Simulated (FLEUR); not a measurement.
Band structure of Ni3Fe (Pm-3m, 4 atoms in the cell).

```yaml
crystal:
  lattice:
    - [3.60325, 0.00000, 0.00000]
    - [0.00000, 3.60325, 0.00000]
    - [0.00000, 0.00000, 3.60325]
  atoms:
    - { symbol: Fe, position: [0.00000, 0.00000, 0.00000], spin: 3.0 }
    - { symbol: Ni, position: [0.00000, 0.50000, 0.50000], spin: 0.5 }
    - { symbol: Ni, position: [0.50000, 0.00000, 0.50000], spin: 0.5 }
    - { symbol: Ni, position: [0.50000, 0.50000, 0.00000], spin: 0.5 }
```
(The spins are starting values, not results.)

Level of theory: PBE, all-electron FLAPW (FLEUR), scalar-relativistic valence in FLEUR.

Settings: Kmax = 3.6 1/bohr; GmaxXC = 10.8 1/bohr; xcFunctional = pbe; jspins = 2; l_soc = F; mode = hist; fermiSmearingEnergy = 0.00367493 Htr; mesh (inpgen div1-3) = 7 7 7; inpgen gamma flag = false; Gmax = 10.8 1/bohr; numbands = 0; maxIterBroyd = 25; imix = Anderson; alpha = 0.05.

The starting cell has typed, rounded lattice constants, without a prior relaxation at this level. Its lattice was rescaled by a random factor within 2.5 % of one. Values depend on the basis (sphere radii, cutoffs, local orbitals), which need not be converged.

Levels in eV from the Fermi level, bands 31 to 38 of the first spin channel:
```csv
point,31,32,33,34,35,36,37,38
Γ,-0.77,-0.66,-0.66,-0.66,2.20,2.20,2.20,8.60
X,-1.51,-1.43,-1.03,-0.75,-0.64,7.26,7.26,7.34
M,-1.70,-1.49,-1.44,0.64,0.64,0.66,0.68,11.02
R,-0.83,-0.83,-0.83,-0.43,-0.43,-0.43,-0.26,5.13
```
